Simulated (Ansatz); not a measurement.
# Sn with two functionals, uniaxial stress, 2 GPa compression along z

Base system: Sn (space group I4_1/amd, No. 141; a = 5.950 Å, c = 3.214 Å; relaxed with 0.1 eV smearing). Axes: x, y, z lie along a, b, c of the conventional cell.

(Cell as relaxed with PBE.)

Levels (all Ansatz, an electronic-structure program, PAW, earlier PAW set): PBE (420 eV, no spin-orbit coupling); r2SCAN (500 eV, no spin-orbit coupling).

Each level relaxes its own structure.

```json
[
 {"base": "volume per atom", "PBE": "28.44 Å³", "r2SCAN": "27.63 Å³"},
 {"base": "lattice parameter a", "PBE": "5.950 Å", "r2SCAN": "5.888 Å"},
 {"base": "band gap", "PBE": "zero", "r2SCAN": "zero"}
]
```

Now apply this change: uniaxial stress, 2 GPa compression along z; all other stress components relax to zero.

```csv
quantity,PBE,r2SCAN
energy relative to the base (free energy F),+4.0 meV/atom,+3.6 meV/atom
volume per atom,28.08 Å³,27.31 Å³
```

PBE's energy relative to the base lies 0.3 meV/atom above r2SCAN's; PBE's volume per atom lies 0.777 Å³ above r2SCAN's (2.8 %). Neither level is exact; r2SCAN is the comparison here, not a measurement.

Load acts through the strain it causes; cell and atoms are relaxed under it. Beyond what the load breaks, stability against distortions was not tested.
